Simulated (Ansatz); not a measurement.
Pair distribution function (total) of Ru (hcp), cell Ru48, begun in the crystal structure [in the run: it stayed crystalline; mean temperature 302 K (target 300 K); density 12.13 g/cm³; one k-point, which a denser mesh shifts by 0.3 GPa in pressure and 0.07 eV/Å in forces], from MD at 302 K. All values below come from PBE (plane waves, PAW; Ansatz, a program for electronic structure). Volume per atom 13.84 Å³, mean pressure 0.0 GPa. 

```
r (Å) | g(r)
     1.74 |  0.00
     1.78 |  0.00
     1.82 |  0.00
     1.86 |  0.00
     1.90 |  0.00
     1.94 |  0.00
     1.98 |  0.00
     2.02 |  0.00
     2.06 |  0.00
     2.10 |  0.00
     2.14 |  0.00
     2.18 |  0.00
     2.22 |  0.00
     2.26 |  0.00
     2.30 |  0.00
     2.34 |  0.00
     2.38 |  0.00
     2.42 |  0.00
     2.46 |  0.01
     2.50 |  0.14
     2.54 | ## 0.78
     2.58 | ####### 2.67
     2.62 | ################ 5.87
     2.66 | ########################## 9.42
     2.70 | ############################## 10.8
     2.74 | ######################## 8.80
     2.78 | ############# 4.75
     2.82 | ##### 1.69
     2.86 | # 0.45
     2.90 |  0.07
     2.94 |  0.01
     2.98 |  0.00
     3.02 |  0.00
     3.06 |  0.00
     3.10 |  0.00
     3.14 |  0.00
     3.18 |  0.00
     3.22 |  0.00
     3.26 |  0.00
     3.30 |  0.00
     3.34 |  0.00
     3.38 |  0.00
     3.42 |  0.00
     3.46 |  0.00
     3.50 |  0.00
     3.54 |  0.00
     3.58 |  0.01
     3.62 |  0.05
     3.66 | # 0.18
     3.70 | ## 0.64
     3.74 | #### 1.54
     3.78 | ####### 2.56
     3.82 | ######## 2.71
     3.86 | ###### 2.11
     3.90 | ### 1.10
     3.94 | # 0.37
     3.98 |  0.09
     4.02 |  0.01
```

**Question.** State where the first shell ends and the number of neighbours in it.

**Answer.** g is nil from 3.0 to 3.5 Å, so any cut there serves; 12.0 neighbours in the shell, from n = 4πρ∫r²g(r)dr.
